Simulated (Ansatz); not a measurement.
The starting structures come from a database of crystals and need not be the phases stable at ambient conditions.

 Where the default PAW files enter, the runs use the earlier of Ansatz's two default sets.

Input:

```
CELL_PARAMETERS angstrom
      3.80954     0.00000     0.00000
     -1.90477     3.29916     0.00000
      0.00000     0.00000    43.62733
ATOMIC_POSITIONS crystal
  Zn 0.00000 0.00000 0.14290
  Zn 0.66667 0.33333 0.07150
  Zn 0.00000 0.00000 0.57140
  Zn 0.00000 0.00000 0.78570
  Zn 0.33333 0.66667 0.71430
  Zn 0.33333 0.66667 0.28570
  Zn 0.66667 0.33333 0.21440
  Zn 0.66667 0.33333 0.64300
  Zn 0.33333 0.66667 0.42860
  Zn 0.00000 0.00000 0.92860
  Zn 0.66667 0.33333 0.49990
  Zn 0.00000 0.00000 0.35720
  Zn 0.33333 0.66667 0.00010
  Zn 0.33333 0.66667 0.85720
  S  0.33333 0.66667 0.76780
  S  0.00000 0.00000 0.98220
  S  0.00000 0.00000 0.19650
  S  0.66667 0.33333 0.69640
  S  0.33333 0.66667 0.91070
  S  0.33333 0.66667 0.48210
  S  0.00000 0.00000 0.41080
  S  0.33333 0.66667 0.33920
  S  0.66667 0.33333 0.55340
  S  0.00000 0.00000 0.83930
  S  0.33333 0.66667 0.05360
  S  0.66667 0.33333 0.26780
  S  0.00000 0.00000 0.62500
  S  0.66667 0.33333 0.12500
```

Space group of this cell: P3m1. The cell is taken as given.

Level of theory: r2SCAN (plane waves, PAW; Ansatz, a program for electronic structure).

The current runs along the normal of the first two printed vectors; no spin-orbit coupling. Scaled by the factor s: the length along the current (ions clamped). Meshes 12×12×1 and 12×12 across the current in all rows.

```csv
s,mean pressure (GPa),band gap (eV)
0.97,2.7,2.84
1.00,0.0,2.73
1.03,-2.1,?
```

Take the slope of the band gap against ln s from the two given rows, extrapolate to s = 1.03, and say what the run there gives.

Slope = (2.84 − 2.73) / ln 0.97 = -3.61 eV. The line gives 2.73 + (-3.61) × ln 1.03 = 2.62 eV. The run gives 2.53 eV, 0.09 eV under the line, 87 % of the predicted step.
